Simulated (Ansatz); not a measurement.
Response to strain in Sn

Consider Sn in the diamond structure (space group Fd-3m, No. 227; a = 6.540 Å; relaxed with 0.1 eV smearing). Axes: x, y, z lie along the cube axes.

Strains are applied to the cell and any free atomic positions relax; under biaxial strain the out-of-plane vector relaxes too.

Calculations: PBEsol (Ansatz, a first-principles code; PAW; 420 eV plane waves; no spin-orbit coupling).

Notes on the quantities. energy relative to the base: free energy F.

```json
[
 {"biaxial strain, plane normal [001], relaxed out of plane (%)": "0", "energy relative to the base (meV/atom)": "0.0"},
 {"biaxial strain, plane normal [001], relaxed out of plane (%)": "0.5", "energy relative to the base (meV/atom)": "0.3"},
 {"biaxial strain, plane normal [001], relaxed out of plane (%)": "1", "energy relative to the base (meV/atom)": "1.3"},
 {"biaxial strain, plane normal [001], relaxed out of plane (%)": "1.5", "energy relative to the base (meV/atom)": "2.9"},
 {"biaxial strain, plane normal [001], relaxed out of plane (%)": "2", "energy relative to the base (meV/atom)": "5.0"},
 {"biaxial strain, plane normal [001], relaxed out of plane (%)": "2.5", "energy relative to the base (meV/atom)": "?"},
 {"biaxial strain, plane normal [001], relaxed out of plane (%)": "3", "energy relative to the base (meV/atom)": "11.1"}
]
```

Q: Fit ΔE = Aε² + Bε³ (ε in %) to the rows shown and predict the withheld row.

A: Least squares on the printed values gives A = 1.31 and B = -0.026 meV/atom (largest residual 0.0 meV/atom); this predicts 7.8 meV/atom, and the run gives 7.8 meV/atom, in agreement.

No phonon test of stability was made.
